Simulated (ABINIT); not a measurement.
Variants of one calculation on ZnCu2SnSe4 (I-42m, 8 atoms in the cell)

```
CELL_PARAMETERS angstrom
     -2.84410     2.84410     5.66890
      2.84410    -2.84410     5.66890
      2.84410     2.84410    -5.66890
ATOMIC_POSITIONS crystal
  Sn 0.50000 0.50000 0.00000
  Se 0.63010 0.63010 0.51740
  Se 0.36990 0.88730 0.00000
  Se 0.11270 0.11270 0.48260
  Se 0.88730 0.36990 0.00000
  Cu 0.75000 0.25000 0.50000
  Cu 0.25000 0.75000 0.50000
  Zn 0.00000 0.00000 0.00000
```

Base run A: ABINIT 10.0.3 with PBEsol, PAW (JTH v2.0 PBE PAW, files made for PBE), self-consistent single point.

Its settings: pseudos = [Sn.GGA_PBE-JTH.xml, Se.GGA_PBE-JTH.xml, Cu.GGA_PBE-JTH.xml, Zn.GGA_PBE-JTH.xml]; ecut = 30 Ha; pawecutdg = 60 Ha; pawxcdev = 0; ixc = -116133; occopt = 6; tsmear = 0.2 eV; ngkpt = 3 3 3; nshiftk = 1; shiftk = 0 0 0; potentials = JTH v2.0 PBE PAW; nband = 55; kptopt = 1; nstep = 60; tolvrs = 1e-11.

The starting cell comes from a database of published, mostly measured structures (it also holds non-ambient and calculated ones), without a prior relaxation at this level. Spin polarisation is off. The potentials were made for another functional than the one used. The run gives no clean gap (levels at the Fermi energy touch, overlap or are partly filled at this smearing), which alone does not show that the compound is a metal. Without a gap this mesh is coarse (it stands for a supercell whose shortest vector is 17 Å).

ΔF is the free energy per atom less that of run A. A dash stands where there is no value to compare (another energy zero or no entropy term, no result, no spin, no clean gap, or a mesh too coarse for one). Total energies depend on the potentials, the functional and any Hubbard or dispersion term, so they are compared only between runs that share all of them.

Runs:
- B: nband: 55 → 48
- C: lattice scaled by 1.015
- D: usepawu: default → 1; lpawu: default → -1 -1 -1 2; upawu: default → 0 0 0 6 eV; jpawu: default → 0 0 0 0 eV [PBEsol+U]
- E: tolvrs: 1e-11 → default; toldfe: default → 3.7e-07 Ha
- F: tsmear: 0.2 eV → 0.8 eV
- G: diemix: default → 0.2

| run | ΔF (meV/atom) | pressure (GPa) | largest force (eV/Å) |
|---|---|---|---|
| A | 0.00 | -0.14 | 0.838 |
| B | 0.00 | -0.14 | 0.838 |
| C | 9.3 | -2.80 | 0.705 |
| D | – | -0.01 | 0.849 |
| E | 0.00 | -0.15 | 0.838 |
| F | 15.3 | -0.43 | 0.873 |
| G | 0.00 | -0.14 | 0.838 |

Run C against A: The free energy rises by 9.3 meV/atom, the pressure goes from -0.14 to -2.80 GPa and the largest force goes from 0.838 to 0.705 eV/Å.

Run D against A: The pressure goes from -0.14 to -0.01 GPa and the largest force goes from 0.838 to 0.849 eV/Å.

Run G against A: The free energy stays essentially unchanged (within 1 meV/atom), the pressure stays at -0.14 GPa and the largest force stays at 0.838 eV/Å.
